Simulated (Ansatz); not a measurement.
For GaP (model structure, started from the BeO type, P4₂/mnm, No. 136, 8 atoms in the cell), LDA (PAW; Ansatz, a first-principles code) gives:

| Item | Result |
|---|---|
| lattice parameter a | 6.585 Å |
| lattice parameter c | 3.814 Å |
| bulk modulus | 82.2 GPa |
| cohesive energy | 4.25 eV/atom |
| band gap | 1.00 eV |

**Question.** What does r²SCAN in Ansatz (PAW) give for the same quantities?

**Answer.** 
- lattice constant a: 6.656 Å (grows by 1.1 %)
- lattice parameter c: 3.858 Å (grows by 1.2 %)
- bulk modulus: 80.3 GPa (falls by 2.3 %)
- cohesive energy: 3.55 eV/atom (drops by 0.70 eV/atom)
- band gap: 1.43 eV (grows by 0.43 eV)

Changes are worked out from the printed values.

Unless a cell is named, each level is at its own relaxed cell (LDA 20.68, r²SCAN 21.36 Å³/atom).

Spin–orbit coupling is included only where a level's name says +SOC; with heavier elements it mostly lowers gaps and can invert bands. Density-functional gaps are differences of (generalised) Kohn–Sham levels.

Caveats: the bulk modulus is −V dP/dV from two relaxed cells at ±2 % in volume (LDA, r²SCAN). Ansatz's density-functional and Hartree–Fock values are scalar-relativistic unless marked +SOC, with PAW data made under PBE.

A model structure was made by putting elements into a prototype or built by hand; it is no filed structure, need not be a known phase, and can be a saddle point held by its symmetry.
